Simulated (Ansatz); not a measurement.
# ZrN: N → Br

Base system: ZrN in the rock salt structure (space group Fm-3m, No. 225; a = 4.5522 Å).

It is then changed as follows: every N is replaced by Br, then cell and atoms are relaxed.

Calculations: Ansatz (a quantum-chemistry and plane-wave program) PBEsol, spin-orbit coupling left out. Γ-centred 15×15×15 mesh, Fermi–Dirac width 0.05 eV, for the changed cell.

| quantity | base | changed | shift |
|---|---|---|---|
| volume per atom | 11.79 Å³ | 20.57 Å³ | +8.78 Å³ |
| density | 7.41 g/cm³ | 6.91 g/cm³ | -0.50 g/cm³ |
| space group | Fm-3m (No. 225) | Fm-3m (No. 225) | – |
| shortest interatomic distance | 2.276 Å | 2.740 Å | +0.464 Å |
| band gap | zero | zero | – |

Stability against distortions was not tested. As relaxed here, ZrBr is a hypothetical phase, not in the database extracts checked. The final runs are not spin-polarised. An odd electron count without spin: ZrBr and ZrN. ZrBr has a high density of states at the Fermi level and may be magnetic at this level.
